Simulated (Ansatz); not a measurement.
# Al, response to strain

The parent structure is Al in the fcc (Cu type) structure (space group Fm-3m, No. 225; relaxed with 0.1 eV smearing).

```
CELL_PARAMETERS angstrom
      0.00000     2.00773     2.00773
      2.00773     0.00000     2.00773
      2.00773     2.00773     0.00000
ATOMIC_POSITIONS crystal
  Al 0.00000 0.00000 0.00000
```

Cartesian axes are those of the cell as printed.

Strains are applied to the cell and any free atomic positions relax.

Calculations: PBEsol/PAW in Ansatz (a quantum-chemistry and plane-wave program), without spin-orbit coupling.

Notes on the quantities. energy relative to the base: free energy F.

```tsv
uniaxial strain ε_zz (%)	energy relative to the base (meV/atom)
0	0.0
0.5	0.1
1	0.6
1.5	1.2
2	?
2.5	3.3
3	4.8
```

### Question
Fit ΔE = Aε² + Bε³ (ε in %) to the rows shown and predict the withheld row.

### Answer
Least squares on the printed values gives A = 0.539 and B = -0.0023 meV/atom (largest residual 0.1 meV/atom); this predicts 2.1 meV/atom, and the run gives 2.2 meV/atom, in agreement.

Whether these cells are dynamically stable was not tested.
